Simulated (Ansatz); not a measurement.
Phonon-limited transport in TaCo3 (P6_3/mmc)

Here is the system:

```xyz
8
Lattice="5.1008 0.0000 0.0000 -2.5504 4.4174 0.0000 0.0000 0.0000 4.0991" Properties=species:S:1:pos:R:3 pbc="T T T"
Ta     2.5504     1.4725     3.0743
Ta     0.0000     2.9449     1.0248
Co     0.0000     1.3955     3.0743
Co     2.5504     3.0219     1.0248
Co     3.8922     0.6978     1.0248
Co    -1.3418     3.7196     3.0743
Co     1.3418     3.7196     3.0743
Co     1.2086     0.6978     1.0248
```

Calculation: PBEsol, DFPT electron-phonon coupling, linearised Boltzmann equation (plane waves, PAW, scalar-relativistic; Ansatz, a first-principles code). Geometry: relaxed with this functional, without spin-orbit coupling.

```json
{
  "resistivity at 300 K": "13.4 (x), 13.4 (y), 9.4 (z) μΩ·cm",
  "resistivity at 77 K": "1.02 (x), 1.02 (y), 0.62 (z) μΩ·cm",
  "electron mean free path at 300 K (weighted by the current that each state carries)": "9.7 (x), 9.7 (y), 8.5 (z) nm",
  "electron-phonon coupling λ": "0.195",
  "transport coupling λ_tr": "0.21 (x), 0.21 (y), 0.20 (z)",
  "logarithmic_mean_phonon_energy": "26 meV",
  "density of states at the Fermi level": "3.3 states/(eV·spin·cell)",
  "drude_plasma_energy": "4.1 (x), 4.1 (y), 4.8 (z) eV",
  "Tc for μ* = 0.10 (anisotropic Eliashberg)": "below 1 K",
  "Tc for μ* = 0.13 (anisotropic Eliashberg)": "below 1 K"
}
```

A metal at this level (no band gap). Only scattering by harmonic phonons is included (no impurities, grain boundaries, electron-electron scattering or thermal expansion). Spin-orbit coupling is left out, which matters with elements this heavy. Halving the electron mesh (20x20x20) moves the resistivity by up to 6 % at 300 K, the mean free path by up to 9 %, the coupling by up to 2 %. Smearing 0.20 eV; phonons on a 3x3x4 q mesh, which this run doesn't test and which matters most at low temperature. Tc comes from the anisotropic Migdal-Eliashberg equations with μ*, a chosen number, referred to 28 meV.

Computed structure with no diffraction record at hand here (it may be known, metastable or hypothetical): TaCo3 (P6_3/mmc). Treated as nonmagnetic (a ferromagnetic start lost its moment, other orders weren't tried): TaCo3 (P6_3/mmc).
